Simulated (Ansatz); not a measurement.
Base system: ZnInGaO4 (space group R3m, No. 160; a = 3.315 Å, c = 25.751 Å (hexagonal axes)).

Levels (all Ansatz, a quantum-chemistry and plane-wave program, PAW): PBEsol (420 eV, no spin-orbit coupling); r2SCAN (500 eV, no SOC); HSE06 (420 eV, no SOC).

At the geometry relaxed with PBEsol, these levels gave the following band gaps, in shuffled order: (a) 1.74 eV, (b) 2.98 eV, (c) 1.17 eV.

Problem. Match each gap to its level.

Solution. (a) r2SCAN; (b) HSE06; (c) PBEsol.

Single points use the geometry relaxed with PBEsol. Whether these cells are dynamically stable was not tested.
